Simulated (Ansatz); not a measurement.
Consider BaCu₂S₂ (space group I4/mmm, No. 139; a = 3.837 Å, c = 12.406 Å; a cell from a computed database, its experimental status unchecked).

Levels (all Ansatz, a first-principles code, PAW): PBEsol (420 eV, scalar-relativistic without spin-orbit coupling); PBEsol+SOC (420 eV, noncollinear with spin-orbit coupling).

The geometry is relaxed with PBEsol.

| Property | Value |
|---|---|
| PBEsol lowest conduction level above the VBM at special points | Γ 0.36 eV; M 0.59 eV; S 1.18 eV; S₀ 1.18 eV |
| PBEsol valence-band top at Γ | 0.00, 0.00, -0.07 eV |
| PBEsol pressure | -0.01 GPa |
| PBEsol gap character | direct at Γ |

How does going to PBEsol+SOC change the lowest conduction level above the VBM at special points, valence-band top at Γ, pressure and gap character?

The lowest conduction level above the VBM at special points becomes Γ 0.36 eV; M 0.59 eV; S 1.17 eV; S₀ 1.17 eV (PBEsol: Γ 0.36 eV; M 0.59 eV; S 1.18 eV; S₀ 1.18 eV); the valence-band top at Γ (three highest Kramers pairs, from the VBM) goes from 0.00, 0.00, -0.07 eV to 0.00, -0.01, -0.07 eV; the pressure stays essentially unchanged (-0.01 GPa against -0.02 GPa); the gap character is still direct at Γ.

Single points use the geometry relaxed with PBEsol. The spin-orbit shifts are approximate. Stability against distortions was not tested. The runs without spin-orbit coupling are not spin-polarised.
